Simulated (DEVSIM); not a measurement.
Device: abrupt Si p-n junction, at 300 K.

```csv
layer (left to right),material,thickness (μm),Nd (cm⁻³),Na (cm⁻³),τn (s),τp (s)
1,Si,26.0,-,9.3e15,0.00023,0.00023
2,Si,1.00,2.8e14,-,0.00023,0.00023
```

Left contact: ohmic. Right contact: ohmic. Voltage is applied to the left contact. Recombination: SRH at mid-gap, radiative. Mobility is μmin + (μ − μmin)/(1 + (N/Nref)^α).

Constants are typed, rounded textbook-type inputs, not results; the design itself was drawn at random and stands for no fabricated device. Values at 300 K.

| parameter | Si |
|---|---|
| gap (eV) | 1.124 |
| affinity (eV) | 4.05 |
| permittivity | 11.7 |
| Nc (cm⁻³) | 2.86e19 |
| Nv (cm⁻³) | 3.1e19 |
| μn (cm²/Vs) | 1417 |
| μp (cm²/Vs) | 470 |
| μn,min | 52 |
| μp,min | 45 |
| Nref,n | 9.7e16 |
| Nref,p | 2.2e17 |
| αn | 0.68 |
| αp | 0.72 |
| B (cm³/s) | 4.7e-15 |

DEVSIM, 1D drift-diffusion, Boltzmann statistics, complete ionisation; no tunnelling, impact ionisation, image-force lowering or self-heating.

The doping Na of layer 1 was swept, all else fixed.

| doping Na of layer 1 (cm^-3) | largest field in the device at zero bias (V/cm) | dark forward voltage at 1 A/cm² (V) | potential step across the device at zero bias (V) |
|---|---|---|---|
| 2.8e14 | 4600 | 0.560 | 0.526 |
| 9.3e14 | 6100 | 0.509 | 0.557 |
| 2.8e15 | 7200 | 0.483 | 0.585 |
| 9.3e15 | 8600 | 0.469 | 0.616 |
| 2.8e16 | 11000 | 0.463 | 0.645 |
| 9.3e16 | 18000 | 0.461 | 0.676 |
| 2.8e17 | 30000 | 0.459 | 0.704 |

From the first row to the last the largest field in the device at zero bias goes from 4600 to 30000. From the first row to the last the dark forward voltage at 1 A/cm² goes from 0.560 to 0.459.
